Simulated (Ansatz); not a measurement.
Structures of equal composition on the (110) surface of germanium: Si on one of 2 surface atoms, H on every dangling bond; Si on one of 2 atoms of the third shell, H on every dangling bond; Si on one of 2 atoms under the surface, H on every dangling bond. The slabs share one bottom face, and each structure is named by its start. These are constructed structures in small cells; real faces may alloy, dewet or reconstruct in larger ones, and not all known structures of the face are among them. Slabs of about 16 Å with all that they carry, Fermi-Dirac smearing of 0.025 eV. Bottom of the slabs: built like the top, H on every dangling bond, free. Relaxed from the named starts with such symmetry as they have, on meshes of like density; energies extrapolated to zero smearing; no spin-orbit coupling, no U. Spin-polarised runs, if any, are marked in brackets, and their order is one that fits the cell; the others ran without spin. Where a second, spin-polarised start was run, the lower counts.

The numbers are results of PBE (plane waves to 420 eV, PAW; Ansatz, an electronic-structure program), not measurements.

Question: Order them by energy per 1x1 cell (lowest first) at the level PBE.

Answer: Si on one of 2 surface atoms, H on every dangling bond (0.000 eV), Si on one of 2 atoms under the surface, H on every dangling bond (0.148 eV), Si on one of 2 atoms of the third shell, H on every dangling bond (0.162 eV)
